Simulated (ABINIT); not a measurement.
# Equation of state of rock-salt SrTe (space group 225): energy against volume (ABINIT, LDA)

```xyz
2
Lattice="0.0000 3.2005 3.2005 3.2005 0.0000 3.2005 3.2005 3.2005 0.0000" Properties=species:S:1:pos:R:3 pbc="T T T"
Sr     0.0000     0.0000     0.0000
Te     3.2005     3.2005     3.2005
```

Computed with LDA (PW92), norm-conserving pseudopotentials (PseudoDojo nc-sr-04 LDA standard) (plane waves; ABINIT). Settings: pseudos = [Sr.upf, Te.upf]; ecut = 53 Ha; ixc = 7; occopt = 3; tsmear = 0.01 eV; ngkpt = 9 9 9; nshiftk = 1; shiftk = 0 0 0; potentials = PseudoDojo nc-sr-04 LDA standard; nband = 18; kptopt = 1; nstep = 50; tolvrs = 1e-11. The cell above is the first row's. The rows scale it uniformly. In all rows fractional positions and the k mesh are held. E is the free energy at the stated smearing, counted from the lowest row.

```csv
V (Å^3/atom),E (meV/atom)
32.783,14.38
33.496,5.42
34.208,0.77
34.921,0.00
35.634,2.71
36.346,8.55
37.059,17.19
37.772,28.35
38.484,?
```

### Question
Using the third-order Birch-Murnaghan form, a cubic in V^(-2/3), estimate the missing E at V = 38.484 from the other rows, showing the fit.

### Answer
With u = V^(-2/3) - 0.0931, the rows have u = 0.0045265, 0.0031361, 0.0017961, 0.0004999, -0.0007528, -0.0019628, -0.0031356, -0.0042713. Least squares gives E = 0.679 - 1893.0·u + 1080172·u² + 1524633·u³. Residuals (row less fit): -0.004, 0.007, -0.002, -0.003, -0.006, 0.005, 0.002, -0.002; standard error 0.006 (degrees of freedom: 4). Its minimum lies at u = 0.0008746, so V0 = (0.0939746)^(-3/2) = 34.71. There d²E/du² = 2168000 and d³E/du³ = 9148000, so B0 = (4/9) × 34.71^(-7/3) × 2168000 × 0.160218 = 39.3 GPa (the last factor turns the table's units into GPa), and B0' = 4 + (2/3) × 0.0939746 × (9148000)/2168000 = 4.3. The program's pressures in the fitted runs (not shown) pass through zero at V = 34.70, 0.03 % from this V0. At the withheld row, u = -0.0053703, so E = 0.679 - 1893.0 × (-0.0053703) + 1080172 × (-0.0053703)² + 1524633 × (-0.0053703)³ = 41.761 meV/atom. The calculation gives 41.77 meV/atom, 0.009 meV/atom above the prediction (under 0.05 % of the range of E in the table). The row lies outside the fitted rows, so this is an extrapolation. From the scatter of the fitted rows alone, a prediction at this place has a standard error of 0.015 meV/atom, so the miss is 0.6 times that.

Carrying the step between the two nearest rows on in a straight line would have given 39.49, off by 2.28; series whose last step already gives the withheld value aren't shown. The scan was laid around a cell of about the measured size, scaled by a guess for this functional. The runs keep the symmetry of the cell, so they don't test it for distortions. The LDA file for Te was generated anew from PseudoDojo's inputs, some of which were changed. Spin-orbit coupling is off. Cutoffs and mesh are single choices, not tested for convergence of this quantity. Series with a scatter that would blur these digits, or in which a gap closes, are not shown. Nor are scans whose minimum lies at an end fitted in this form.
